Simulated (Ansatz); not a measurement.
An Ansatz (a first-principles code) input (plane-wave PAW DFT at the PBE-D3(BJ) level (Ansatz, 420 eV), no SOC):

Ansatz 0.2 input:
```yaml
crystal:
  lattice:
    - [3.1541319495, 0, 0]
    - [-1.5770659748, 2.7315583952, 0]
    - [0, 0, 12.2136799972]
  atoms:
    - { symbol: W, position: [0.6666666667, 0.3333333333, 0.75] }
    - { symbol: W, position: [0.3333333333, 0.6666666667, 0.25] }
    - { symbol: S, position: [0.6666666667, 0.3333333333, 0.3797021761] }
    - { symbol: S, position: [0.3333333333, 0.6666666667, 0.8797021761] }
    - { symbol: S, position: [0.3333333333, 0.6666666667, 0.6202978239] }
    - { symbol: S, position: [0.6666666667, 0.3333333333, 0.1202978239] }
basis: { ecutwfc: 420, ecutrho_ratio: 4, xc_grid: 2, fft_grid_basis: typed }
kpoints: { mp_grid: { grid: [12, 12, 3] } }
hamiltonian:
  xc: pbe
  dispersion: d3bj
  pseudopotentials: { kind: paw }
scf: { occupations: { method: fermi_dirac, width: 0.05 }, convergence: { dr2_threshold: 0.0000000006 } }
relax: { f_tol: 0.005, max_steps: 50 }
output: { forces: true, stress: true }
checkpoint: { write: state.ck, write_every: 1000 }
```

Task: Which symmetry and how many k-points will the program report, and about how many plane waves at Γ?

Result: Space group P63/mmc (ITA 194) with 24 operations, k-points 38 of 432, and 2033 plane waves at Γ.

The cells carry an imposed strain or load. No phonon test of stability was made. The cell was made from WS$_{2}$ (space group P6_3/mmc, No. 194; layered, stacked along the Cartesian z axis) by this change: uniaxial strain ε_zz = +0.60 %.
